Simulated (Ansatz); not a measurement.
# A computed series for BN: response to strain

Consider BN in the wurtzite structure (space group P6_3mc, No. 186; a = 2.523 Å, c = 4.175 Å). Axes: x lies along a and z along c of the hexagonal cell.

Strains are applied to the cell and any free atomic positions relax.

Method: plane-wave PAW DFT at the LDA level (Ansatz, a quantum-chemistry and plane-wave program, 420 eV), without spin-orbit coupling.

Notes on the quantities. energy relative to the base: free energy F; pressure: mean of the normal stresses, compression positive.

```csv
variant,band gap,energy relative to the base,pressure
base,4.93 eV,0 meV/atom,0.00 GPa
uniaxial strain ε_xx = −3.00 %,(withheld),(withheld),(withheld)
uniaxial strain ε_xx = −2.40 %,4.69 eV,+11 meV/atom,10.28 GPa
uniaxial strain ε_xx = −1.80 %,4.75 eV,+6.0 meV/atom,7.57 GPa
uniaxial strain ε_xx = −1.20 %,4.81 eV,+2.6 meV/atom,4.96 GPa
uniaxial strain ε_xx = −0.60 %,4.87 eV,+0.6 meV/atom,2.44 GPa
```

**Question.** Some entries are withheld; estimate them.

**Answer.** 
- uniaxial strain ε_xx = −3.00 %, band gap: 4.62 eV
- uniaxial strain ε_xx = −3.00 %, energy relative to the base: +17 meV/atom
- uniaxial strain ε_xx = −3.00 %, pressure: 13.07 GPa

No phonon test of stability was made.
